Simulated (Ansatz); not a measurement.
# Pressure series in Zr

Start from Zr in the hcp (Mg type) structure (space group P6_3/mmc, No. 194; a = 3.1456 Å, c = 5.0856 Å).

Cell and atoms are relaxed at each pressure.

All numbers come from DFT with LDA, PAW potentials and a 420 eV plane-wave cutoff in Ansatz (a quantum-chemistry and plane-wave program), no SOC.

Candidates:
(a) pressure −2 GPa
(b) pressure 9 GPa
(c) pressure 15 GPa

For the base:

| Property | Result |
|---|---|
| c/a ratio | 1.617 |

Order them by c/a ratio, highest first.

(c) pressure 15 GPa (1.666), (b) pressure 9 GPa (1.644), (a) pressure −2 GPa (1.612)

Load acts through the strain it causes; cell and atoms are relaxed under it. Whether these cells are dynamically stable was not tested. The final runs are not spin-polarised. Measured, Zr leaves this structure (for the ω phase) near 3 GPa (temperature not stated; as listed in C. Cazorla, D. Alfè, M. J. Gillan, Physical Review B (2008)).
